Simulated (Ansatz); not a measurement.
An ideal cubic perovskite cell is held by its symmetry; such compounds can tilt or shift off centre at room temperature. Cells marked so need not be the phases stable at ambient conditions, and some may be hypothetical.

 Where the default PAW files enter, the runs use the earlier of Ansatz's two default sets.

The gap is the functional's own, uncorrected, and κ follows it; spin-orbit coupling is left out. Mid-gap values are interpolated between the computed energies.

A. Li3BrO (Pm-3m, anti-perovskite, not sure to be the ambient phase, 5 atoms a cell, 12.3 Å³ an atom), along the normal of (110)
B. Ca$_{3}$BiN (Pm-3m, anti-perovskite, not sure to be the ambient phase, 5 atoms a cell, 23.5 Å³ an atom, -2 GPa at this level), along the normal of (111)
C. CuRhO₂ (R-3m, not sure to be the ambient phase, 4 atoms a cell, 11.7 Å³ an atom, -4 GPa at this level), along the normal of (001)
D. Sr$_{2}$HN (R-3m, not sure to be the ambient phase, 4 atoms a cell, 19.2 Å³ an atom), along the normal of (101)

Problem. Put the candidates in order of mid-gap decay constant of the slowest evanescent state, lowest first, for PBEsol (Ansatz, a quantum-chemistry and plane-wave program).

Solution. B (0.05 1/Å), C (0.18 1/Å), D (0.25 1/Å), A (0.33 1/Å)
